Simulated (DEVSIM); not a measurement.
Structure: abrupt Ge p-n junction, at 300 K.

Layer 1 from the left is Ge, thickness (μm) 40.0, Na (cm⁻³) 1.5e17, τn (s) 4.3e-6, τp (s) 4.3e-6. Layer 2 from the left is Ge, thickness (μm) 71.0, Nd (cm⁻³) 2.3e16, τn (s) 4.3e-6, τp (s) 4.3e-6.

Left contact: ohmic. Right contact: ohmic. Voltage is applied to the left contact. Recombination: SRH at mid-gap. Mobility is μmin + (μ − μmin)/(1 + (N/Nref)^α).

The device is made up for the run: typed textbook-type constants, with dimensions and the other settings drawn at random. Values at 300 K.

Ge: gap (eV) 0.664, affinity (eV) 4, permittivity 16, Nc (cm⁻³) 1.04e19, Nv (cm⁻³) 6e18, μn (cm²/Vs) 3900, μp (cm²/Vs) 1900, μn,min 150, μp,min 100, Nref,n 2.6e17, Nref,p 4e17, αn 0.56, αp 0.6.

Model (solved in DEVSIM): 1D drift-diffusion, Boltzmann statistics, complete ionisation; no tunnelling, impact ionisation, image-force lowering or self-heating.

Dark forward current:

```tsv
|V| (V)	|J| (A/cm²)
0.05	0.0001610
0.10	0.001265
0.15	0.008874
0.20	0.06136
0.25	0.4208
0.30	2.771
0.35	15.44
0.40	61.73
0.45	172.7
0.50	367.8
0.55	653.9
0.60	1033
0.65	1507
0.70	2076
```

Question: Work out the local ideality factor n = ΔV / (kT/q · ln(J2/J1)) between the rows 0.15 and 0.20 V, 0.65 and 0.70 V.

Answer: kT/q = 25.85 mV. From 0.15 to 0.20 V: ln(0.06136/0.008874) = 1.934, n = 1.00, near the 1 of diffusion or emission over a barrier. From 0.65 to 0.70 V: ln(2076/1507) = 0.320, n = 6.04.

Question: Estimate the current at 0.20 V from the Shockley equation with J0 = Σ q ni² D/(N L) coth(W/L), τ joining the SRH, radiative and Auger lifetimes that are on, and W taken as the whole layer.

Answer: ni² = 4.36e26 cm⁻⁶; electrons in the p layer: μ = 2310 cm²/Vs, D = 59.8 cm²/s, τ = 4.30e-6 s, L = 160 μm, W/L = 0.25, term 7.10e-6 A/cm²; holes in the n layer: μ = 1630 cm²/Vs, D = 42.0 cm²/s, τ = 4.30e-6 s, L = 134 μm, W/L = 0.53, term 1.96e-5 A/cm². J0 = 2.67e-5 A/cm², and J = J0 exp(qV/kT) = 0.0612 A/cm². The simulation gives 0.0614 A/cm², the same within the digits that matter. The estimate leaves out recombination in the depletion region and that region's share of W.
